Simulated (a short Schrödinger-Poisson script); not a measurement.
System: gated Al0.33Ga0.67N/GaN polarisation-induced gas, at 77 K.

```tsv
layer	material	thickness (nm)	Na (cm⁻³)
1	Al0.33Ga0.67N	10	-
2	GaN	6000	4e15
```

The device is made up for the run: typed textbook-type constants, with dimensions and the other settings drawn at random. Al0.33Ga0.67N: permittivity 9.3, conduction-band edge (eV) 0.462, gap (eV) 4.09, electron mass (mₑ) 0.24, Nv at 300 K (cm⁻³) 4.6e19. GaN: permittivity 9.5, conduction-band edge (eV) 0, gap (eV) 3.43, Nv at 300 K (cm⁻³) 4.6e19.

Channel valleys (confinement mass, in-plane density-of-states mass, number): Γ 0.2, 0.2, 1. At the gate the conduction-band edge of layer 1 lies 1.27 eV − eVg above the Fermi level of the channel; the field vanishes at the back. Sheet of polarisation charge: +1.6e13 e/cm² at 10 nm from the gate. The barrier under the gate holds no holes. Gaps are held at their typed values at every temperature. Mesh 0.08 nm at interfaces.

From a short Schrödinger-Poisson script (our own, NumPy): 1D Poisson equation in equilibrium, electrons quantum, Hartree plus LDA exchange-correlation (BenDaniel-Duke, 40 states a valley, the channel's in-plane mass for all, wave functions free to enter the barrier), parabolic valleys, classical holes, full ionisation, no traps, pinning or gate leakage.

The same stack at other levels of the model or other numerical settings:

```
run                                          sheet density of all electrons at Vg = 0.5 V (cm⁻²)  sheet density of all electrons at Vg = -1.5 V (cm⁻²)  capacitance at Vg = 0.5 V (μF/cm²)  centroid of the channel electrons at Vg = 0.5 V (nm)  rough cost against the base
-------------------------------------------  ---------------------------------------------------  ----------------------------------------------------  ----------------------------------  ----------------------------------------------------  ---------------------------
base                                                                                     1.22e13                                               3.00e12                               0.762                                                  1.51                      about 1
electrons treated as classical, Boltzmann                                                1.37e13                                               3.52e12                               0.814                                                  0.21                         0.02
electrons treated as classical, Fermi-Dirac                                              1.21e13                                               3.05e12                               0.732                                                  1.42                         0.07
electrons treated as quantum, Hartree                                                    1.20e13                                               2.86e12                               0.758                                                  1.66                          0.6
mesh six times as coarse                                                                 1.22e13                                               3.00e12                               0.763                                                  1.45                          0.3
one subband a valley                                                                     1.22e13                                               3.00e12                               0.757                                                  1.36                          0.3
```

The classical rows ignore confinement, and Boltzmann statistics overrate the density once the band edge passes the Fermi level.
